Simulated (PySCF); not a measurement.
PySCF 2.14.0, TPSSH/def2-svpd, df: Y(F)3 ([F][Y]([F])[F]), 4 atoms. The geometry is a generated start, not checked to be a minimum at this level.

| Quantity | Value |
|---|---|
| task | energy |
| method | tpssh |
| basis | def2-svpd |
| two-electron scheme | density fitting |
| mol.max_memory | 3000 MB |
| mf.max_cycle | 100 |
| mf.conv_tol | 1e-09 (default) |
| mf.grids.level | 3 (default) |
| effective core potentials | those of the basis set, past Kr |
| basis functions | 103 |
| grid points | 64664 |

```xyz
4

Y      0.1157    -0.2340    -0.5776
F     -1.4645    -0.8080     0.2644
F     -0.0504     1.6406    -0.4447
F      1.3992    -0.5985     0.7579
```

Charge 0 and multiplicity 1 are set for this test and not shown to be the ground state.

With the defaults (mf.DIIS = CDIIS, mf.diis = true, mf.damp = 0, mf.diis_start_cycle = 1, mf.diis_space = 8, mf.init_guess = minao) it converges in 12 Fock builds. One run each on 2 threads, 1 BLAS thread, with these changes:
- mf.diis_space = 12
- mf.diis_space = 3
- mf.DIIS = EDIIS
- mf.init_guess = huckel
- mf.init_guess = 1e
- mf.diis = false
- mf.diis = false, mf.damp = 0.7, mf.diis_start_cycle = 999
- mf.init_guess = mod_huckel
- mf.DIIS = ADIIS

Question: Which of these changes keep the SCF from converging, or lead it to another solution?

Answer: No convergence: mf.DIIS = EDIIS; mf.diis = false (the run ends without SCF convergence in 100 cycles). The rest reach the solution of the defaults.

```tsv
setting	Fock builds	end
the defaults	12	same solution
mf.diis_space = 12	12	same solution
mf.init_guess = mod_huckel	13	same solution
mf.init_guess = huckel	13	same solution
mf.diis_space = 3	15	same solution
mf.init_guess = 1e	15	same solution
mf.DIIS = ADIIS	19	same solution
mf.diis = false, mf.damp = 0.7, mf.diis_start_cycle = 999	28	same solution
mf.DIIS = EDIIS	101	no convergence
mf.diis = false	101	no convergence
```
